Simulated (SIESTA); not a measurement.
## Short convergence ladders for NiAl (P4mm, 2 atoms in the cell)

```
NiAl
1.0
    2.88133     0.00000     0.00000
    0.00000     2.88133     0.00000
    0.00000     0.00000     2.88133
Al Ni
1 1
Direct
  0.50000   0.50000   0.51735
  0.00000   0.00000   0.00000
```

Base method: LDA PW92, numerical atomic orbitals DZP, PseudoDojo LDA standard norm-conserving potentials (rewritten from UPF to PSML) in SIESTA.

Base settings: XC.functional = LDA; XC.authors = PW92; potentials = PseudoDojo LDA standard; PAO.BasisSize = DZP; PAO.EnergyShift = 0.005 Ry; MeshCutoff = 400 Ry; kgrid.MonkhorstPack = 5 5 5; OccupationFunction = FD; ElectronicTemperature = 1160.45 K; MaxSCFIterations = 150.

Core times come from one kind of shared machine, to one figure; runs under 30 s give none.

**Shifted k-point meshes**

Only quantities that move along the ladder and can be compared are tabulated.

| kgrid.MonkhorstPack | free energy less the last step's (meV/atom) | pressure (GPa) | largest difference of a force vector from the last step's (eV/Å) | core time / last (rough) |
|---|---|---|---|---|
| 2 2 2 shifted by 0.5 0.5 0.5 | 879.63 | -8.49 | 0.020 | – |
| 4 4 4 shifted by 0.5 0.5 0.5 | 35.85 | -8.41 | 0.015 | – |
| 6 6 6 shifted by 0.5 0.5 0.5 | -5.54 | -9.97 | 0.000 | – |
| 8 8 8 shifted by 0.5 0.5 0.5 | -1.93 | -9.97 | 0.000 | – |
| 10 10 10 shifted by 0.5 0.5 0.5 | 2.65 | -9.87 | 0.001 | 0.3 |
| 12 12 12 shifted by 0.5 0.5 0.5 | -1.18 | -9.94 | 0.000 | 0.3 |
| 15 15 15 shifted by 0.5 0.5 0.5 | -0.16 | -9.95 | 0.000 | 0.5 |
| 18 18 18 shifted by 0.5 0.5 0.5 | -0.05 | -9.95 | 0.000 | 0.8 |
| 20 20 20 shifted by 0.5 0.5 0.5 | 0.00 | -9.94 | 0.000 | 1 |

Coarsest kgrid.MonkhorstPack that holds the pressure within 0.1 GPa of the last step, with all finer ones: 6 6 6 shifted by 0.5 0.5 0.5; the step before is off by 1.5 GPa.

Coarsest kgrid.MonkhorstPack that holds the free energy within 5 meV/atom of the last step, with all finer ones: 8 8 8 shifted by 0.5 0.5 0.5; the step before is off by 5.5 meV/atom.

Coarsest kgrid.MonkhorstPack that holds the forces within 0.005 eV/Å of the last step, with all finer ones: 6 6 6 shifted by 0.5 0.5 0.5; the step before is off by 0.015 eV/Å.

Two neighbours can agree and both be off: 2 2 2 shifted by 0.5 0.5 0.5 and 4 4 4 shifted by 0.5 0.5 0.5 differ by 0.08 GPa in the pressure, yet lie about 1.5 GPa from the last step.

**The width of Fermi-Dirac smearing**

In this ladder: kgrid.MonkhorstPack = 8 8 8.

Narrow widths need finer meshes than wide ones, so the last steps can hold mesh noise.

Only quantities that move along the ladder and can be compared are tabulated; pressure and forces are left out, as mesh noise rules them at narrow widths.

```tsv
ElectronicTemperature	free energy less the last step's (meV/atom)
11604.5 K	-781.07
5802.26 K	-176.47
3481.36 K	-63.87
2320.9 K	-29.51
1160.45 K	-6.88
580.23 K	0.00
```

Widest ElectronicTemperature that holds the free energy within 5 meV/atom: not settled: the last two steps still differ by 6.9 meV/atom, over half the tolerance, so the ladder does not show it.

**The SCF threshold**

In this ladder: SCF.DM.Tolerance = default; SCF.DM.Converge = false; SCF.H.Converge = false; SCF.FreeE.Converge = true.

The mesh stays at the base's, so the ladder's end is converged at best in this setting alone.

Only quantities that move along the ladder and can be compared are tabulated.

```tsv
SCF.FreeE.Tolerance	free energy less the last step's (meV/atom)	pressure (GPa)
1.0E-01 eV	2.87	-9.24
1.0E-02 eV	2.87	-9.24
1.0E-03 eV	0.00	-9.32
1.0E-04 eV	0.04	-9.33
1.0E-05 eV	0.00	-9.32
1.0E-06 eV	0.00	-9.32
1.0E-07 eV	0.00	-9.32
1.0E-08 eV	0.00	-9.32
1.0E-10 eV	0.00	-9.32
```

Coarsest SCF.FreeE.Tolerance that holds the free energy within 2 meV/atom of the last step, with all finer ones: 1.0E-03 eV; the step before is off by 2.9 meV/atom.

Coarsest SCF.FreeE.Tolerance that holds the pressure within 0.05 GPa of the last step, with all finer ones: 1.0E-03 eV; the step before is off by 0.08 GPa.

Two neighbours can agree and both be off: 1.0E-01 eV and 1.0E-02 eV differ by 0.00 meV/atom in the free energy, yet lie about 2.9 meV/atom from the last step.

On the base run: the starting cell has typed, rounded lattice constants, without a prior relaxation at this level. Its lattice was rescaled by up to half a per cent. One atom was moved a little off its site on purpose. Spin polarisation is off. Values carry the incompleteness of an atom-centred basis. In the base run, with a pressure of about -9 GPa the cell is away from its equilibrium volume at this level. Without a gap this mesh is coarse (it stands for a supercell whose shortest vector is 14 Å).

Left out of this page: 2 runs of the series outside the window shown, repeating another row's setting, or not comparable; 1 run of the series failed or unconverged.
